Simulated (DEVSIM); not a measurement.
Structure: Schottky contact on n-type GaAs, at 300 K.

Layer 1 from the left is GaAs, thickness (μm) 16.0, Nd (cm⁻³) 8e15, τn (s) 8.6e-10, τp (s) 8.6e-10.

Left contact: Schottky, work function 5.02 eV, emission velocity 1.9e6 cm/s. Right contact: ohmic. Voltage is applied to the left contact. Recombination: SRH at mid-gap. Mobility is μmin + (μ − μmin)/(1 + (N/Nref)^α).

Constants are typed, rounded textbook-type inputs, not results; the design itself was drawn at random and stands for no fabricated device. Values at 300 K.

GaAs: gap (eV) 1.424, affinity (eV) 4.07, permittivity 12.9, Nc (cm⁻³) 4.7e17, Nv (cm⁻³) 9e18, μn (cm²/Vs) 8500, μp (cm²/Vs) 400, μn,min 500, μp,min 20, Nref,n 6e16, Nref,p 1.5e17, αn 0.39, αp 0.38.

Simulated with DEVSIM: 1D drift-diffusion, Boltzmann statistics, complete ionisation; no tunnelling, impact ionisation, image-force lowering or self-heating. Metal contacts follow the ideal Schottky-Mott rule: no Fermi-level pinning, no interface dipoles.

Dark forward current:

```csv
|V| (V),|J| (A/cm²)
0.05,1.008e-9
0.10,3.919e-9
0.15,1.438e-8
0.20,6.121e-8
0.25,3.164e-7
0.30,1.895e-6
0.35,1.231e-5
0.40,8.290e-5
0.45,0.0005672
0.50,0.003903
0.55,0.02692
0.60,0.1856
0.65,1.270
0.70,8.268
0.75,43.00
0.80,137.9
0.85,286.8
0.90,466.5
0.95,663.1
1.00,869.9
1.05,1083
1.10,1301
1.15,1522
1.20,1746
1.25,1972
1.30,2199
```

Work out the local ideality factor n = ΔV / (kT/q · ln(J2/J1)) between the rows 0.15 and 0.20 V, 0.50 and 0.55 V, 1.25 and 1.30 V.

kT/q = 25.85 mV. From 0.15 to 0.20 V: ln(6.121e-8/1.438e-8) = 1.448, n = 1.34. From 0.50 to 0.55 V: ln(0.02692/0.003903) = 1.931, n = 1.00, near the 1 of diffusion or emission over a barrier. From 1.25 to 1.30 V: ln(2199/1972) = 0.109, n = 17.75; the layers' resistance at their doping, Σ W/(qμN) = 0.00021 Ω cm², would take 47 mV of this step of 50 mV.

Estimate the current at 0.50 V for emission alone, J0 = q v N_band exp(−φB/kT), and read the barrier back from the simulated current.

φB = 0.950 eV, N_band = 4.70e17 cm⁻³, J0 = 1.57e-11 A/cm²; J = J0 (exp(qV/kT) − 1) = 0.00394 A/cm². The simulation gives 0.00390 A/cm², the same within the digits that matter. Read backwards, the simulated current gives an apparent barrier of 0.950 eV. The estimate leaves out transport through the depletion region and minority injection.
